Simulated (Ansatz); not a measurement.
**CsCl: pressure series**

Start from CsCl in the CsCl type structure (space group Pm-3m, No. 221; a = 4.205 Å).

Cell and atoms are relaxed at each pressure.

Calculations: DFT with PBE, PAW potentials and a 420 eV plane-wave cutoff in Ansatz (an electronic-structure program), no spin-orbit coupling.

Candidates:
(a) pressure 5 GPa
(b) pressure 0.3 GPa
(c) pressure 0.7 GPa
(d) pressure −1 GPa
(e) pressure −2 GPa

Base values:

The width of the top valence band comes out as 0.95 eV.

Problem. Order them by width of the top valence band, highest first.

Solution. (a) pressure 5 GPa (1.52 eV), (c) pressure 0.7 GPa (1.05 eV), (b) pressure 0.3 GPa (0.99 eV), (d) pressure −1 GPa (0.78 eV), (e) pressure −2 GPa (0.54 eV)

The levels and masses belong to the bands next to the band gap. Load acts through the strain it causes; cell and atoms are relaxed under it. Whether these cells are dynamically stable was not tested. No other phases were tried under pressure.
